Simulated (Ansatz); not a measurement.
**HfSiO4 (I4₁/amd, No. 141, 12 atoms in the cell; start mp-4609)**

All values below come from r²SCAN in Ansatz (plane waves, PAW).

Numerical settings: plane-wave cutoff 500 eV, 10×10×10 k mesh, Fermi–Dirac smearing 0.05 eV, scalar-relativistic PAW data made under PBE.

Cell (relaxed at this level):

```
HfO4Si
1.0
   -3.29097     3.29097     2.98580
    3.29097    -3.29097     2.98580
    3.29097     3.29097    -2.98580
Hf Si O
2 2 8
Cartesian
  0.00000   0.00000   0.00000
  0.00000   3.29097   1.49290
  3.29097   0.00000   1.49290
  0.00000   0.00000   2.98580
  3.29097   2.07569  -1.07552
  4.50625   0.00000   0.41738
  0.00000   1.21528   1.91028
  2.07569   0.00000   0.41738
  3.29097   1.21528   2.56842
  1.21528   0.00000   4.06132
  3.29097  -1.21528   2.56842
  2.07569   3.29097   1.07552
```

```json
{
 "band_gap": "6.00 eV (on the SCF k mesh)"
}
```

Note: the relaxation could not lower the start's symmetry, so the cell can be a saddle point above a distorted one.

Spin–orbit coupling is not included.

Computed values are for the static lattice.

The result took around 5 core-minutes (rough).

A start named mp-… is a Materials Project structure, which need not be a measured phase.

Ansatz is a quantum-chemistry and plane-wave program.
